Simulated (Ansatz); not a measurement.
The structure below was relaxed with r2SCAN/PAW in Ansatz (an electronic-structure program), scalar-relativistic without spin-orbit coupling, at pressure −2 GPa.

Space group F-43m (No. 216); a = b = c = 4.5548 Å, α = β = γ = 90.00°

```json
[
 {"atom": "B", "site": "4a", "symmetry": "-43m", "x": "0.0000", "y": "0.0000", "z": "0.0000"},
 {"atom": "P", "site": "4d", "symmetry": "-43m", "x": "0.7500", "y": "0.7500", "z": "0.7500"}
]
```

**Question.** Write out a cell with all atoms.

**Answer.** 
```xyz
8
Lattice="4.5548 0.0000 0.0000 0.0000 4.5548 0.0000 0.0000 0.0000 4.5548" Properties=species:S:1:pos:R:3 pbc="T T T"
B      0.0000     0.0000     0.0000
P      1.1387     1.1387     3.4161
B      0.0000     2.2774     2.2774
P      1.1387     3.4161     1.1387
B      2.2774     0.0000     2.2774
P      3.4161     1.1387     1.1387
B      2.2774     2.2774     0.0000
P      3.4161     3.4161     3.4161
```
This is the conventional cell.

Load acts through the strain it causes; cell and atoms are relaxed under it. No phonon test of stability was made. The cell was made from BP in the zinc blende structure (space group F-43m, No. 216) by this change: pressure −2 GPa.
